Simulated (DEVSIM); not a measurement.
Structure: abrupt GaSb p-n junction, at 400 K.

Layer 1 from the left is GaSb, thickness (μm) 0.140, Na (cm⁻³) 6.4e16, τn (s) 9.9e-10, τp (s) 9.9e-10. Layer 2 from the left is GaSb, thickness (μm) 21.0, Nd (cm⁻³) 9.5e15, τn (s) 9.9e-10, τp (s) 9.9e-10.

Left contact: ohmic. Right contact: ohmic. Voltage is applied to the left contact. Recombination: SRH at mid-gap, radiative. Mobility is constant in doping.

The device is made up for the run: typed textbook-type constants, with dimensions and the other settings drawn at random. Values at 300 K; Nc and Nv go as T^1.5, mobilities as T to minus their exponent, the gap by Varshni's rule with the affinity fixed.

GaSb: gap (eV) 0.726, affinity (eV) 4.06, permittivity 15.7, Nc (cm⁻³) 2.1e17, Nv (cm⁻³) 1.8e19, μn (cm²/Vs) 5000, μp (cm²/Vs) 850, T exponent of μn 2, T exponent of μp 1.7, B (cm³/s) 1e-10, Varshni α (eV/K) 0.00042, Varshni β (K) 140.

Model (solved in DEVSIM): 1D drift-diffusion, Boltzmann statistics, complete ionisation; no tunnelling, impact ionisation, image-force lowering or self-heating.

### Question
What does the simulation give for the potential step across the device at zero bias, the largest field in the device at zero bias?

### Answer
potential step across the device at zero bias 0.357 V; largest field in the device at zero bias 25000 V/cm.
